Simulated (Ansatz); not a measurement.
System: cubic perovskite KMgF3. Method: LDA (Ansatz, a program for electronic structure, plane waves, PAW).

Run with plane-wave cutoff 520 eV, 8×8×8 k mesh, Fermi–Dirac smearing 0.01 eV, scalar-relativistic PAW data made under PBE.

Cell (relaxed at this level):

```cif
data_F3KMg
_chemical_formula_sum 'K1 Mg1 F3'
_space_group_name_H-M_alt 'Pm-3m'
_space_group_IT_number 221
_space_group_name_Hall '-P 4 2 3'
_cell_length_a 3.90830
_cell_length_b 3.90830
_cell_length_c 3.90830
_cell_angle_alpha 90.000
_cell_angle_beta 90.000
_cell_angle_gamma 90.000
loop_
_atom_site_label
_atom_site_type_symbol
_atom_site_symmetry_multiplicity
_atom_site_Wyckoff_symbol
_atom_site_fract_x
_atom_site_fract_y
_atom_site_fract_z
_atom_site_occupancy
K1 K 1 a 0.00000 0.00000 0.00000 1
Mg1 Mg 1 b 0.50000 0.50000 0.50000 1
F1 F 3 c 0.00000 0.50000 0.50000 1
```

Predict the bulk modulus B0, band gap, smallest direct gap on the k points sampled and pressure derivative B′ of the bulk modulus.


* **bulk modulus B0**: 86.2 GPa
* **band gap**: 7.44 eV (indirect)
* **smallest direct gap on the k points sampled**: 7.77 eV
* **pressure derivative B′ of the bulk modulus**: 4.5

Measured, for comparison: bulk modulus 75.1 GPa (room temperature, no zero-point or thermal correction, our sources range from 71.2 to 75.1; as tabulated in Vaitheeswaran et al. (2007), arXiv:cond-mat/0703621). Computed (rounded) less measured: bulk modulus +15 % (+15 % to +21 % over the range).

Computed values are for the static lattice.
